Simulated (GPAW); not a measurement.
Band structure of SrMg6Sn (Amm2, 8 atoms in the cell).

```
SrMg6Sn
1.0
    5.25936     0.00000     0.00000
    0.00000     3.27868     6.06243
    0.00000    -3.27868     6.06243
Sr Mg Sn
1 6 1
Direct
  0.50000   0.67089   0.67089
  0.50000   0.66996   0.16728
  0.50000   0.16728   0.66996
  0.00000   0.83459   0.31735
  0.00000   0.31735   0.83459
  0.00000   0.33429   0.33429
  0.00000   0.84262   0.84262
  0.50000   0.16300   0.16300
```

Method of the run: PBEsol, GPAW PAW datasets PBEsol (made by gpaw-setup) (plane waves; GPAW 25.7.0).

Settings: mode = pw; ecut = 850 eV; xc = PBEsol; kpts = 3 3 3; mesh shift (steps) = 0 0 0; occupations.name = fermi-dirac; occupations.width = 0.1 eV; nbands = -12; symmetry.symmorphic = false; symmetry.tolerance = 0.0005; maxiter = 100; bandpath_npoints = 40.

The starting cell comes from a database of computed structures (which also holds hypothetical and non-ambient phases and stackings), without a prior relaxation at this level.

Levels in eV from the Fermi level, bands 39 to 46:
```json
[
 {"point": "Γ", "39": "-1.86", "40": "-1.64", "41": "-1.56", "42": "-0.44", "43": "1.06", "44": "1.58", "45": "1.64", "46": "1.87"},
 {"point": "X", "39": "-1.33", "40": "-1.07", "41": "-0.27", "42": "-0.20", "43": "0.49", "44": "0.66", "45": "0.93", "46": "1.92"},
 {"point": "S", "39": "-0.89", "40": "-0.80", "41": "-0.37", "42": "0.26", "43": "0.56", "44": "0.56", "45": "0.81", "46": "1.76"},
 {"point": "R", "39": "-2.31", "40": "-2.18", "41": "-1.54", "42": "-0.03", "43": "1.12", "44": "1.87", "45": "1.99", "46": "2.19"},
 {"point": "A", "39": "-3.04", "40": "-0.70", "41": "-0.15", "42": "0.00", "43": "0.20", "44": "0.92", "45": "1.05", "46": "2.90"},
 {"point": "Z", "39": "-1.20", "40": "-1.18", "41": "-1.03", "42": "-0.77", "43": "-0.70", "44": "-0.65", "45": "-0.15", "46": "-0.10"},
 {"point": "Y", "39": "-1.10", "40": "-0.63", "41": "-0.46", "42": "0.14", "43": "0.64", "44": "0.66", "45": "1.15", "46": "1.15"},
 {"point": "X1", "39": "-1.33", "40": "-1.07", "41": "-0.27", "42": "-0.20", "43": "0.49", "44": "0.66", "45": "0.93", "46": "1.92"},
 {"point": "A1", "39": "-3.04", "40": "-0.70", "41": "-0.15", "42": "0.00", "43": "0.20", "44": "0.92", "45": "1.05", "46": "2.90"},
 {"point": "T", "39": "-1.72", "40": "-1.47", "41": "-1.23", "42": "0.99", "43": "1.07", "44": "1.48", "45": "1.58", "46": "1.61"}
]
```

Bands cross the Fermi level along this path, so the cell is metallic at this level.
